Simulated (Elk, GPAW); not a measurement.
An Elk input for a self-consistent single point of TiPt₃ (Pm-3m, 4 atoms in the cell) (DFT, PBE, all-electron FP-LAPW, Elk's shipped species files, APW+lo basis with extra local orbitals):

```
tasks
  0

xctype
  20

tforce
  .true.

rgkmax
  8.0

gmaxvr
  18.0

lmaxapw
  10

lmaxo
  8

nxlo
  2

lorbcnd
  .true.

lradstp
  2

nrmtscf
  2.0

rmtscf
  0.88

lmaxi
  4

stype
  0

swidth
  0.00367493

maxscl
  100

scale
  7.416286868

avec
    1.0000000000    0.0000000000    0.0000000000
    0.0000000000    1.0000000000    0.0000000000
    0.0000000000    0.0000000000    1.0000000000

sppath
  './'

atoms
  2
  'Ti.in'
  1
  0.0000000000  0.0000000000  0.0000000000    0.0 0.0 0.0
  'Pt.in'
  3
  0.5000000000  0.5000000000  0.0000000000    0.0 0.0 0.0
  0.0000000000  0.5000000000  0.5000000000    0.0 0.0 0.0
  0.5000000000  0.0000000000  0.5000000000    0.0 0.0 0.0

ngridk
  6 6 6
```

### Question
Give the GPAW input for the same structure, mesh, smearing and functional.

### Answer
One input that does it (others would too):

```python
from ase import Atoms
from ase.units import GPa
from gpaw import GPAW, PW

atoms = Atoms(['Ti', 'Pt', 'Pt', 'Pt'],
              cell=[[3.924530, 0.000000, 0.000000],
                    [0.000000, 3.924530, 0.000000],
                    [0.000000, 0.000000, 3.924530]],
              scaled_positions=[[0.000000, 0.000000, 0.000000],
                                [0.500000, 0.500000, 0.000000],
                                [0.000000, 0.500000, 0.500000],
                                [0.500000, 0.000000, 0.500000]],
              pbc=True)

calc = GPAW(mode=PW(800),
            xc='PBE',
            kpts={'size': (6, 6, 6), 'gamma': True},
            occupations={'name': 'methfessel-paxton', 'width': 0.1, 'order': 0},
            nbands=-8,
            symmetry={'symmorphic': False, 'tolerance': 0.0005},
            maxiter=100,
            txt='-')

atoms.calc = calc

energy = atoms.get_potential_energy()
print('Energy (eV):', round(energy, 6))
forces = atoms.get_forces()
print('Forces (eV/Ang):')
print(forces.round(5))
stress = atoms.get_stress()
print('Stress (GPa, Voigt):', (stress / GPa).round(4))
```

Basis settings and potentials, where a program has them, do not carry over. This input uses DFT PBE, plane waves, GPAW PAW datasets PBE (gpaw-data 1.0.1).

The starting cell comes from a database of computed structures (which also holds hypothetical and non-ambient phases and stackings), without a prior relaxation at this level.
